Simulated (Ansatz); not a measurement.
# Gap of wurtzite GaN (P6_3mc) by level, hydrostatic pressure

Space group P6₃mc (No. 186); a = b = 3.1826 Å, c = 5.1854 Å, α = β = 90.00°, γ = 120.00°

```tsv
atom	site	symmetry	x	y	z
Ga	2b	3m.	0.6667	0.3333	0.4992
N	2b	3m.	0.3333	0.6667	0.3758
```

One set of cells (cell and atoms relaxed with PBEsol, then loaded; compression positive), bands by Ansatz (a quantum-chemistry and plane-wave program) at 2 levels. SOC is spin-orbit coupling.

```
Level       gap at -12.00 GPa (eV)  gap unloaded (eV)  gap at 16.00 GPa (eV)
----------  ----------------------  -----------------  ---------------------
PBE+SOC                      1.433              1.930                  2.409
r2SCAN+SOC                   1.825              2.348                  2.852
```

Problem. Which carries over between levels, the gap or its change?

Solution. Shifts from the unloaded gap: PBE+SOC -0.497 and 0.479 eV; r2SCAN+SOC -0.523 and 0.504 eV. The unloaded gaps spread over 0.418 eV and the shifts over 0.026 eV, so the levels agree better on the shift. Adding the shifts of PBE+SOC to the unloaded gap of r2SCAN+SOC gives 1.851 and 2.827 eV, against 1.825 and 2.852 eV computed.

 Gaps are resolved to about 0.01 eV; the mean electron masses of the levels agree within half at each load. Every relaxation keeps the wurtzite phase, so a transition, a distortion that breaks the symmetry or fracture can't show.
